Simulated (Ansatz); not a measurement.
Formation energy of the bound charge states of Si vacancy in 4H silicon carbide (start: the Si(h) site; 96-site cell, 2×2×2 shifted sampling) against the Fermi level, C-rich (Δμ(Si) = -0.41 eV; only phases computed here count, gases as isolated molecules at 0 K). All values below come from PBE, PAW (plane waves to 420 eV; Ansatz, an electronic-structure program).

Set-up: 96-site cell; 2×2×2 shifted k-points; host gap 2.23 eV; charged states image-corrected; corrections pass 1 eV, so highly charged states may be off by several tenths; flagged in the runs: a doubtful potential alignment, a host whose relaxation on this sampling wasn't shown to rest.

Left out: charge +1 (level within 0.1 eV of a band edge or past it); charge −3 (level within 0.1 eV of a band edge or past it).

| E_F − E_VBM (eV) | q = 0 | q = −1 | q = −2 |
|---|---|---|---|
| 0.00 | 7.21 | 7.90 | 9.59 |
| 0.28 | 7.21 | 7.62 | 9.03 |
| 0.56 | 7.21 | 7.34 | 8.47 |
| 0.83 | 7.21 | 7.06 | 7.92 |
| 1.11 | 7.21 | 6.78 | 7.36 |
| 1.39 | 7.21 | 6.51 | 6.81 |
| 1.67 | 7.21 | 6.23 | 6.25 |
| 1.95 | 7.21 | 5.95 | 5.69 |
| 2.23 | 7.21 | 5.67 | 5.14 |

Crossings of the lowest lines: (0/−1) at 0.68 eV; (−1/−2) at 1.69 eV.
